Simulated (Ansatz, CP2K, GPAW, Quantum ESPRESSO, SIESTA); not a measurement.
# CaCd2As2 (P1, 5 atoms in the cell) computed with different codes at matched settings

Self-consistent single point, at a second geometry (atoms moved at random). First geometry:

```xyz
5
Lattice="4.4139 0.0000 0.0000 -2.2069 3.8225 0.0000 0.0000 0.0000 7.2061" Properties=species:S:1:pos:R:3 pbc="T T T"
Ca     0.0000     0.0000     0.0000
Cd     0.0000     2.5484     4.5632
Cd     2.2069     1.2742     2.6428
As     0.0000     2.5484     1.7126
As     2.2069     1.2742     5.4935
```

Second geometry:
```yaml
crystal:
  lattice:
    - [4.41388, 0.00000, 0.00000]
    - [-2.20694, 3.82253, 0.00000]
    - [0.00000, 0.00000, 7.20606]
  atoms:
    - { symbol: Ca, position: [0.00089, 0.99403, 0.00209] }
    - { symbol: Cd, position: [0.32222, 0.65351, 0.62749] }
    - { symbol: Cd, position: [0.66758, 0.34326, 0.37293] }
    - { symbol: As, position: [0.34308, 0.66823, 0.23434] }
    - { symbol: As, position: [0.66622, 0.34097, 0.76315] }
```

Shared settings, as Ansatz (a first-principles code) writes them: kpoints.mp_grid.grid = 7 7 4; scf.occupations.method = fermi_dirac; scf.occupations.width = 0.05 eV. Potentials and cutoffs stand in the table.

```
code                                                                                                                                 model  ΔF from the first geometry (meV/atom)  pressure (GPa)  largest force (eV/Å)       cutoff
----------------  ------------------------------------------------------------------------------------------------------------------------  -------------------------------------  --------------  --------------------  -----------
CP2K                                                  LDA (Pade form), GPW, DZVP-MOLOPT-SR-GTH basis, GTH-PADE potentials (GTH_POTENTIALS)                                    5.9           -3.27                 0.310  grid 500 Ry
Ansatz                                                                                                 LDA (PW92), PAW files made with PBE                                    6.1           -4.07                 0.287      default
GPAW                                                                         LDA (Perdew-Wang 92), GPAW PAW datasets LDA (gpaw-data 1.0.1)                                    6.1           -4.06                 0.308       600 eV
Quantum ESPRESSO                                                                       LDA (PZ), GBRV 1.5 ultrasoft (LDA) pseudopotentials                                    5.9           -3.94                 0.291        40 Ry
SIESTA            LDA PW92, numerical atomic orbitals DZP, PseudoDojo LDA standard norm-conserving potentials (rewritten from UPF to PSML)                                    5.5           -3.06                 0.506  grid 300 Ry
```

Size of the force on each atom (eV/Å): Sizes of forces hide their directions.

```json
[
 {"code": "CP2K", "Ca1": "0.095", "Cd2": "0.310", "Cd3": "0.304", "As4": "0.267", "As5": "0.283"},
 {"code": "Ansatz", "Ca1": "0.089", "Cd2": "0.282", "Cd3": "0.278", "As4": "0.287", "As5": "0.280"},
 {"code": "GPAW", "Ca1": "0.092", "Cd2": "0.277", "Cd3": "0.273", "As4": "0.308", "As5": "0.295"},
 {"code": "Quantum ESPRESSO", "Ca1": "0.089", "Cd2": "0.291", "Cd3": "0.288", "As4": "0.266", "As5": "0.273"},
 {"code": "SIESTA", "Ca1": "0.227", "Cd2": "0.340", "Cd3": "0.309", "As4": "0.506", "As5": "0.467"}
]
```

The spread over the programs that give each value: ΔF from the first geometry within 0.6 meV/atom; pressure within 1.01 GPa; largest force within 0.219 eV/Å.

CP2K and SIESTA use small atom-centred bases, whose incompleteness enters pressures, forces and empty levels differently from a plane-wave cutoff. Ansatz's pressure is given at a fixed set of plane waves, as the other plane-wave codes print theirs. The same LDA comes in different parametrisations, which differ slightly. In the pressure, SIESTA (by 1.00) lies more than 1 GPa from the median of the plane-wave programs. In the force vectors, CP2K (by 0.085) and SIESTA (by 0.258) lie more than 0.08 eV/Å from the median of the plane-wave programs.

The starting cell comes from a database of computed structures (which also holds hypothetical and non-ambient phases and stackings), without a prior relaxation at this level. For this run, on top of that: atoms moved at random.

Keys are those of Ansatz 0.2.
